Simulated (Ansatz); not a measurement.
Cubic perovskite CsPbCl3 (cubic high-temperature phase), treated with PBE0 (PAW; Ansatz, an electronic-structure program).

Run with plane-wave cutoff 500 eV, 4×4×4 k mesh, gaussian smearing 0.02 eV, scalar-relativistic PAW data made under PBE.

The cell is the one relaxed with r²SCAN: a = 5.6722 Å, b = 5.6722 Å, c = 5.6722 Å, α = 90.00°, β = 90.00°, γ = 90.00°.

### Question
Estimate the band gap that the calculation returns.

### Answer

* **band gap**: 3.43 eV (on the SCF k mesh)

Note: held by symmetry at 0 K, a high-temperature phase can be a saddle point; cell and atoms aren't relaxed at this level (pressure 0.4 GPa).

Spin–orbit coupling is not included; with these elements it can move the gap by several tenths of an eV or more.

Static lattice: no zero-point or thermal effects.

Computing time: roughly 2.3 core-minutes.
